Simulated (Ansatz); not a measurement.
Gap of a single helical Te chain at several levels, all on one geometry.

Levels: PBE+D3(BJ) (plane waves to 420 eV, PAW; Ansatz, a first-principles code); PBE+D3(BJ) with spin-orbit coupling (Ansatz); r2SCAN (plane waves to 500 eV, PAW; Ansatz); HSE06 (Ansatz). Unmarked values and the geometry are of the first. Mesh 1×1×54. No spin polarisation, so a magnetic state wasn't tested. One-dimensional cell, images about 11 Å apart. An idealised model. Symmetry and one short period hold its shape; lower forms weren't sought. Pairing along the axis, which can open a gap, is among the distortions not tried. Values not marked SOC lack spin–orbit coupling. HSE06 ran on a 1×1×4 mesh and at PBE's edge points.

```json
[
 {"level": "PBE", "gap (eV)": "1.78"},
 {"level": "PBE+SOC", "gap (eV)": "…"},
 {"level": "r2SCAN", "gap (eV)": "2.05"},
 {"level": "HSE06", "gap (eV)": "2.61"}
]
```

Problem. Complete the blanks.

Solution. 
- PBE+SOC, gap (eV): 1.56
